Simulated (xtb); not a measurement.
xtb 6.7.1, GFN1-xTB: Ca(Cl)(k2OAc)(NH3)2 (CC1[O][Ca](<-[NH3])(<-[NH3])([Cl])<-[O]=1), 17 atoms. The geometry is a generated start, not checked to be a minimum at this level.

- method = GFN1-xTB
- --acc = 1 (default)
- --etemp (K) = 300 (default)
- detailed input (--input) = none: ANC optimiser, Lindh (1995) Hessian, microcycle=20, maxdispl=1.0, hlow=0.01 (default)
- basis functions = 62
- valence electrons = 48

```xyz
17

Ca    -0.2567    -0.1494    -0.4917
Cl    -0.6242     2.1859    -1.1277
C      1.5063    -0.1279     2.9805
C      0.8166    -0.2733     1.6340
O     -0.4300    -0.3361     1.5920
O      1.5202    -0.3425     0.6033
H      2.2243     0.6868     2.9302
H      0.7710     0.0583     3.7577
H      2.0458    -1.0487     3.1938
N     -2.6502    -0.2566    -0.9127
H     -2.5854     0.7078    -1.2423
H     -3.0565    -0.2133     0.0185
H     -3.2947    -0.7556    -1.5181
N      0.8617    -0.1640    -2.6555
H      0.5113     0.7794    -2.8202
H      0.7952    -0.6854    -3.5237
H      1.8454    -0.0655    -2.4182
```

The structure is relaxed from this start with --opt LEVEL for the levels crude, sloppy, loose, lax, normal, tight, vtight, extreme, once each. Up to the end of the extreme run atoms move by at most 0.67 Å along an axis.

Task: What is the loosest level that ends within 5 meV of the extreme run, and how many cycles does it take?

Result: loose: 14 cycles against 37, ending 2.2 meV above.

```csv
level,cycles,energy above the extreme run (meV),gradient norm (eV/Å)
crude,9,11,0.41
sloppy,10,8.5,0.17
loose,14,2.2,0.14
lax,17,0.22,0.075
normal,19,0.10,0.010
tight,20,0.088,0.014
vtight,33,under 0.01,0.0016
extreme,37,—,0.00072
```
